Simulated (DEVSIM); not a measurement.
Structure: illuminated Si p-on-n cell, one wavelength, at 400 K.

Layer 1 from the left is Si, thickness (μm) 0.300, Na (cm⁻³) 5.1e18, τn (s) 2.1e-5, τp (s) 6.4e-6, absorption coefficient (cm⁻¹) 310. Layer 2 from the left is Si, thickness (μm) 180, Nd (cm⁻³) 2.3e17, τn (s) 0.00014, τp (s) 0.00014, absorption coefficient (cm⁻¹) 310.

Left contact: ohmic, minority electron recombination velocity 6e5 cm/s. Right contact: ohmic, minority hole recombination velocity 100 cm/s. Voltage is applied to the left contact. Recombination: SRH at mid-gap, radiative, Auger. Gap narrowing is on: ΔEg = 6.92 meV × (l + √(l² + 0.5)), l = ln(N/1.3e17 cm⁻³), shared equally by both band edges. Light enters at the left, 1.2e18 photons cm⁻² s⁻¹, one pass, no reflection. Mobility is μmin + (μ − μmin)/(1 + (N/Nref)^α).

This is a model device: material constants are rounded textbook-type values typed into the input, and sizes, dopings and lifetimes were drawn at random. Values at 300 K; Nc and Nv go as T^1.5, mobilities as T to minus their exponent, the gap by Varshni's rule with the affinity fixed.

Si: gap (eV) 1.124, affinity (eV) 4.05, permittivity 11.7, Nc (cm⁻³) 2.86e19, Nv (cm⁻³) 3.1e19, μn (cm²/Vs) 1417, μp (cm²/Vs) 470, μn,min 52, μp,min 45, Nref,n 9.7e16, Nref,p 2.2e17, αn 0.68, αp 0.72, T exponent of μn 2.3, T exponent of μp 2.2, B (cm³/s) 4.7e-15, Cn (cm⁶/s) 2.8e-31, Cp (cm⁶/s) 9.9e-32, Varshni α (eV/K) 0.000473, Varshni β (K) 636.

DEVSIM, 1D drift-diffusion, Boltzmann statistics, complete ionisation; no tunnelling, impact ionisation, image-force lowering or self-heating.

Dark forward current:

| |V| (V) | |J| (A/cm²) |
|---|---|
| 0.05 | 1.396e-6 |
| 0.10 | 7.342e-6 |
| 0.15 | 3.268e-5 |
| 0.20 | 0.0001407 |
| 0.25 | 0.0006012 |
| 0.30 | 0.002564 |
| 0.35 | 0.01093 |
| 0.40 | 0.04653 |
| 0.45 | 0.1970 |
| 0.50 | 0.8157 |
| 0.55 | 3.121 |
| 0.60 | 9.785 |
| 0.65 | 23.13 |
| 0.70 | 43.43 |
| 0.75 | 70.71 |
| 0.80 | 105.4 |
| 0.85 | 147.7 |
| 0.90 | 197.1 |
| 0.95 | 253.3 |
| 1.00 | 315.7 |
| 1.05 | 384.0 |
| 1.10 | 457.8 |
| 1.15 | 536.8 |
| 1.20 | 620.7 |
| 1.25 | 709.5 |
| 1.30 | 802.7 |

### Question
Work out the local ideality factor n = ΔV / (kT/q · ln(J2/J1)) between the rows 0.15 and 0.20 V, 1.25 and 1.30 V.

### Answer
kT/q = 34.47 mV. From 0.15 to 0.20 V: ln(0.0001407/3.268e-5) = 1.460, n = 0.99, near the 1 of diffusion or emission over a barrier. From 1.25 to 1.30 V: ln(802.7/709.5) = 0.123, n = 11.75.

### Question
What current could the absorbed light give at most, and what share is collected?

### Answer
Σ αd = 5.59, so qΦ(1 − exp(−Σ αd)) = 192 mA/cm². The simulated short-circuit current is 161.2 mA/cm², a share of 0.84.

### Question
Estimate the open-circuit voltage by superposition: the voltage at which the dark current equals that short-circuit current.

### Answer
Interpolating ln J in the table gives 0.443 V. The simulation gives 0.443 V, the same within the digits that matter. Superposition holds where collection doesn't change with voltage.

### Question
Estimate the fill factor from FF0 = (v − ln(v + 0.72))/(v + 1), v = qVoc/(nkT), with n from the dark curve.

### Answer
The rows about Voc, 0.40 and 0.45 V, give n = 1.01, so v = 12.8 and FF0 = 0.739. The simulation gives 0.739, the same within the digits that matter.
